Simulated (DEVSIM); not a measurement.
**abrupt In0.53Ga0.47As p-n junction**

Device: abrupt In0.53Ga0.47As p-n junction, at 300 K.

```csv
layer (left to right),material,thickness (μm),Nd (cm⁻³),Na (cm⁻³),τn (s),τp (s)
1,In0.53Ga0.47As,9.00,-,2.9e15,7.4e-8,7.4e-8
2,In0.53Ga0.47As,20.0,5.7e14,-,7.4e-8,7.4e-8
```

Left contact: ohmic. Right contact: ohmic. Voltage is applied to the left contact. Recombination: SRH at mid-gap, radiative. Mobility is μmin + (μ − μmin)/(1 + (N/Nref)^α).

Constants are typed, rounded textbook-type inputs, not results; the design itself was drawn at random and stands for no fabricated device. Values at 300 K.

| parameter | In0.53Ga0.47As |
|---|---|
| gap (eV) | 0.74 |
| affinity (eV) | 4.51 |
| permittivity | 13.9 |
| Nc (cm⁻³) | 2.1e17 |
| Nv (cm⁻³) | 7.7e18 |
| μn (cm²/Vs) | 12000 |
| μp (cm²/Vs) | 300 |
| μn,min | 300 |
| μp,min | 10 |
| Nref,n | 1.3e17 |
| Nref,p | 4.9e17 |
| αn | 0.48 |
| αp | 0.4 |
| B (cm³/s) | 9.6e-11 |

DEVSIM, 1D drift-diffusion, Boltzmann statistics, complete ionisation; no tunnelling, impact ionisation, image-force lowering or self-heating.

```json
{
  "potential_step_across_the_device_at_zero_bias": "0.383 V",
  "largest_field_in_the_device_at_zero_bias": "6500 V/cm",
  "Dark forward voltage at 1 A/cm²": "0.296 V",
  "Dark forward voltage at 100 A/cm²": "0.526 V"
}
```

Small-signal capacitance in reverse bias (quasi-static):

| V (V) | C (nF/cm²) |
|---|---|
| -0.1 | 10.4 |
| -0.25 | 8.99 |
| -0.5 | 7.51 |
| -0.75 | 6.59 |
| -1 | 5.94 |
| -1.5 | 5.06 |
| -2 | 4.49 |
| -2.5 | 4.07 |
| -3.25 | 3.62 |
| -4 | 3.29 |
| -5 | 2.97 |

Dark reverse current:

```
V (V)  J (A/cm²)
-----  ---------
-0.10    -3.4e-5
-0.25    -5.2e-5
-0.50    -7.6e-5
-0.75    -9.6e-5
-1.00   -0.00011
-1.50   -0.00014
-2.00   -0.00017
-2.50   -0.00019
-3.25   -0.00022
-4.00   -0.00025
-5.00   -0.00029
```
